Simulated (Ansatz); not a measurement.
Worked example: zone-centre phonon calculation of Y (P6_3/mmc, 2 atoms in the cell) in Ansatz (a program for electronic structure).

Computed with PBE (plane waves, PAW; Ansatz).

```yaml
crystal:
  lattice:
    - [1.81953, -3.15151, 0.00000]
    - [1.81953, 3.15151, 0.00000]
    - [0.00000, 0.00000, 5.71281]
  atoms:
    - { symbol: Y, position: [0.33333, 0.66667, 0.25000] }
    - { symbol: Y, position: [0.66667, 0.33333, 0.75000] }
```

Reference input (self-consistent single point, DFT, PBE, plane waves, default PAW files): basis.ecutwfc = 420 eV; kpoints.mp_grid.grid = 10 10 6; hamiltonian.xc = pbe; hamiltonian.pseudopotentials = {kind: paw} (the program's default PAW files); scf.occupations.method = gaussian; scf.occupations.width = 0.1 eV. This run's input differs from it in these lines:

Ansatz 0.2 input:
```diff
@@ -12,3 +12,3 @@
 kpoints:
-  mp_grid: { grid: [10, 10, 6] }
+  mp_grid: { grid: [15, 15, 9] }
 hamiltonian:
@@ -18,6 +18,4 @@
   occupations: { method: gaussian, width: 0.1 eV }
-output:
-  forces: true
-  eigenvalues: true
-  stress: true
+phonons:
+  method: dfpt
```

The program printed (abridged):

```
SCF iter   1: F=—  HF=-7697.343997 eV  |F-HF|=—  |Δ(HF+E_count)|=         —  Δρ=1.66e-3  dr2=1.47e-3  ethr=1.77e-3  ⟨swp⟩=4.3  Hψ=20888  notcnv=0
all-band conjugate gradients solve this SCF's bands
preconditioner: auto → Kerker (q_TF=auto, 2.275 Å⁻¹)
SCF iter   2: F=—  HF=-7697.344472 eV  |F-HF|=—  |Δ(HF+E_count)|=   4.74e-4  Δρ=1.09e-3  dr2=6.07e-4  ethr=6.67e-6  ⟨swp⟩=2.1  Hψ=10529  notcnv=0
   [... lines left out ...]
SCF iter   6: F=—  HF=-7697.344811 eV  |F-HF|=—  |Δ(HF+E_count)|=   1.40e-7  Δρ=4.72e-6  dr2=1.12e-8  ethr=3.10e-10  ⟨swp⟩=2.6  Hψ=8167  notcnv=0
SCF iter   7: F=—  HF=-7697.344811 eV  |F-HF|=—  |Δ(HF+E_count)|=   3.33e-9  Δρ=1.62e-6  dr2=1.34e-9  ethr=5.08e-11  ⟨swp⟩=2.8  Hψ=8422  notcnv=0
SCF iter   8: F=—  HF=-7697.344811 eV  |F-HF|=—  |Δ(HF+E_count)|=  4.40e-10  Δρ=3.13e-7  dr2=5.51e-11  ethr=6.09e-12  ⟨swp⟩=2.8  Hψ=8319  notcnv=0
SCF iter   9: F=-7697.344811 eV  HF=-7697.344811 eV  |F-HF|=9.09e-13  |Δ(HF+E_count)|=  2.09e-11  Δρ=3.71e-8  dr2=8.92e-13  ethr=1.00e-12  ⟨swp⟩=5.3  Hψ=18406  notcnv=0
SCF 1 converged in 9 iterations: F = -7697.344811 eV  dr2 = 8.92e-13
DFPT response loops at Γ: preconditioner auto → Kerker (q_TF=auto, 2.275 Å⁻¹) (partly filled bands, converged f_vac=0.000) …
Free energy (F): -7697.344811 eV
Internal energy: -7697.324457 eV  (E = F + TS)
E sigma→0 (E₀):  -7697.334634 eV
Entropy (-TS):   -0.020354 eV (-10.177 meV/atom)
Fermi energy:    9.367240 eV
--- Phonons (Γ-DFPT): 2 representative perturbations + reference, on 320 of 2025 k-points (Σ response iterations 6) ---
  k mesh reduced under 4 symmetry operations, with k and −k counted as one. Each operation leaves every solved displacement unchanged or reverses it
  ASR residual: 4.988e-5 → 0.000e0 eV/Å²; symmetrization residual: 1.645e-13 eV/Å²
  ASR residual per site (eV/Å²): 4.99e-5 4.99e-5
  Γ frequencies (cm⁻¹): 0.00 0.00 0.00 84.77 84.77 146.12
  non-analytic LO–TO correction: not included (Born effective charges unavailable; polar crystals: no LO–TO splitting at Γ)
```

The run converged in 9 iterations. 

Summary of the result:
- Free energy E − TS (on the zero of these files) = -7697.3448 eV
- Fermi level (on the code's own zero) = 9.37 eV
- Zone-centre frequencies (cm⁻¹; negative means imaginary) = 0, 0, 0, 85, 85, 146

The starting cell has typed, rounded lattice constants, without a prior relaxation at this level. Its lattice was rescaled by up to half a per cent.

Cost on one core of a shared machine: roughly 90 s.
